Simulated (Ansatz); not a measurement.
The parent structure is MoP (space group P-6m2, No. 187; relaxed with 0.1 eV smearing).

```
MoP
1.0
    3.20755     0.00000     0.00000
   -1.60378     2.77782     0.00000
    0.00000     0.00000     3.17271
Mo P
1 1
Cartesian
  0.00000   0.00000   0.00000
  1.60378   0.92594   1.58635
```

Cartesian axes are those of the cell as printed.

Method: Kohn–Sham DFT with the PBEsol functional, run in Ansatz (a first-principles code) with PAW and 420 eV plane waves, without spin-orbit coupling.

Strains are applied to the cell and any free atomic positions relax; under biaxial strain the out-of-plane vector relaxes too.

One change was made to it. Results:

| quantity | base | after |
|---|---|---|
| pressure (mean of the normal stresses, compression positive) | 0.0 GPa | -5.9 GPa |
| shortest interatomic distance | 2.438 Å | 2.450 Å |

**Question.** Which of these changes matches the shifts?
(A) biaxial strain +2.13 %, plane normal [001], relaxed out of plane
(B) strain tensor (xx, yy, zz, yz, xz, xy) = (−0.13, −0.69, +2.92, +0.06, +0.45, +1.01) %
(C) biaxial strain −1.55 %, plane normal [001], relaxed out of plane

**Answer.** B, strain tensor (xx, yy, zz, yz, xz, xy) = (−0.13, −0.69, +2.92, +0.06, +0.45, +1.01) %. For comparison, the pressure in the other runs: biaxial strain +2.13 %, plane normal [001], relaxed out of plane gives -5.1 GPa; biaxial strain −1.55 %, plane normal [001], relaxed out of plane gives 4.2 GPa.

Stability against distortions was not tested. The final runs are not spin-polarised. An odd electron count without spin: MoP.
